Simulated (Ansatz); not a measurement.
Start from KI in the rock salt structure (space group Fm-3m, No. 225; a = 7.1824 Å).

The values are results of PBE in Ansatz (plane waves to 420 eV, PAW, no spin-orbit coupling), not measurements.

For the base:

| Quantity | Value |
|---|---|
| Band gap | 3.86 eV |
| Electron mass | 0.34 mₑ (at Γ) |
| Volume per atom | 46.32 Å³ |
| Gap character | direct at Γ |

The change: hydrostatic tension (pressure −1 GPa).

Task: What does the calculation give for the band gap after the change?

Result: The band gap shrinks by 0.26 eV to 3.60 eV.

Task: What does the calculation give for the electron mass after the change?

Result: The electron mass changes from 0.34 mₑ (at Γ) to 0.37 mₑ (at Γ).

Task: What does the calculation give for the volume per atom after the change?

Result: The volume per atom increases by 6.32 Å³ to 52.64 Å³.

Task: What happens to the gap character?

Result: The gap character remains direct at Γ.

With I present, leaving out spin-orbit coupling can change the band edges. Load acts through the strain it causes; cell and atoms are relaxed under it. Masses are band curvatures over ±0.01 Å⁻¹ around the edge. Stability against distortions was not tested.

Ansatz is a program for electronic structure.
